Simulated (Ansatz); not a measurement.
BaCuSF (space group P4/nmm, No. 129; a cell from a computed database, its experimental status unchecked)

```yaml
crystal:
  lattice:
    - [4.03522, 0.00000, 0.00000]
    - [0.00000, 4.03522, 0.00000]
    - [0.00000, 0.00000, 8.96127]
  atoms:
    - { symbol: Ba, position: [0.00000, 0.50000, 0.81970] }
    - { symbol: Ba, position: [0.50000, 0.00000, 0.18030] }
    - { symbol: Cu, position: [0.50000, 0.50000, 0.50000] }
    - { symbol: Cu, position: [0.00000, 0.00000, 0.50000] }
    - { symbol: S, position: [0.00000, 0.50000, 0.35611] }
    - { symbol: S, position: [0.50000, 0.00000, 0.64389] }
    - { symbol: F, position: [0.50000, 0.50000, 0.00000] }
    - { symbol: F, position: [0.00000, 0.00000, 0.00000] }
```

The values are results of plane-wave PAW DFT at the PBEsol level (Ansatz, a first-principles code, 420 eV), scalar-relativistic without spin-orbit coupling, not measurements. k-mesh 8×8×4 (Γ-centred); smearing 0.05 eV (Fermi–Dirac).

| Item | Result |
|---|---|
| Volume per atom | 18.24 Å³ |
| Density | 5.73 g/cm³ |
| Band gap | 1.48 eV, direct at Γ |
| Electron mass | 2.0 mₑ along c, 0.36 mₑ across |
| Total energy | -3535.579 eV/atom (σ→0; compares only within this code and set-up) |

Effective masses come from finite differences of ±0.01 Å⁻¹. Whether these cells are dynamically stable was not tested. No Hubbard U is applied. All final runs are without spin polarisation.
